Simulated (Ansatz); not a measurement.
The boundary is one mirror-built cell; no search for the lowest one was made.

The junction is Σ3 (111) symmetric tilt boundary in fcc Al, with one H atom a cell (7.1 Å²) in the boundary and the cell area is 7.07 Å². The transmission a spin is 0.8682 and the channels of the lower lead comes out as 1.332. The channels of the upper lead is 1.332.

Method: PBE (plane waves, PAW; Ansatz, a quantum-chemistry and plane-wave program).

### Question
Work out the resistance-area product that the junction adds between diffusive leads.

### Answer
AR = A (h/2e²)[1/T − 1/(2N₁) − 1/(2N₂)] = 7.07 × 10⁻²⁰ m² × 12906 Ω × 0.401 = 0.37 × 10⁻¹⁵ Ω m².
